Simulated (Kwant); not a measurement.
System: six-terminal Hall bar in a InSb two-dimensional gas. Effective mass 0.014 mₑ, grid spacing 7.7 nm, hard walls, nominal width 200 nm (25 grid rows, so walls 200.2 nm apart), one parabolic valley, scattering region 520 nm long along x; energies count from the band bottom; Fermi energy 0.018 eV. Four side probes 100 nm wide, two on each edge; current runs along x; the sign of the Hall resistance is a convention. Perpendicular field swept from 0.1814 to 3.7005 T, also in the leads; orbital effect alone.

The device is made up for the run: typed textbook-type constants, with dimensions and the other settings drawn at random.

Kwant, effective-mass tight-binding model on a square grid, one spin, coherent transport at 0 K. Resistances are in h/e².

Sweep values stay those of the base run.

The Fermi energy was swept, all else fixed.

| Fermi energy (eV) | mean Hall resistance (h/e²) over the sweep |
|---|---|
| 0.009 | 0.83 |
| 0.013 | 0.82 |
| 0.015 | 0.81 |
| 0.018 | ___ |
| 0.022 | 0.69 |

### Question
Some entries are withheld; supply them.

### Answer

- 0.018, mean Hall resistance (h/e²) over the sweep: 0.76
